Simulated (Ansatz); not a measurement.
Bi (model structure, from the diamond type, Fd-3m, No. 227): properties by level of theory

| level (code) | lattice constant a (Å) | bulk modulus (GPa) | cohesive energy (eV/atom) |
|---|---|---|---|
| LDA (Ansatz) | ___ | 35.1 | 3.18 |
| PBE (Ansatz) | 7.287 | 28.9 | ___ |
| PBEsol (Ansatz) | 7.165 | 32.6 | 2.63 |
| r²SCAN (Ansatz) | ___ | 31.9 | ___ |

Fill in the missing entries.


- LDA (Ansatz, a program for electronic structure), lattice constant a (Å): 7.099
- PBE (Ansatz), cohesive energy (eV/atom): 2.34
- r²SCAN (Ansatz), lattice constant a (Å): 7.232
- r²SCAN (Ansatz), cohesive energy (eV/atom): 2.04

Caveats: the bulk modulus is −V dP/dV from two relaxed cells at ±2 % in volume (LDA, PBE, PBEsol, r²SCAN). Ansatz's density-functional and Hartree–Fock values are scalar-relativistic unless marked +SOC, with PAW data made under PBE.

Computed values are for the static lattice.

A model structure was made by putting elements into a prototype or built by hand; it is no filed structure, need not be a known phase, and can be a saddle point held by its symmetry.
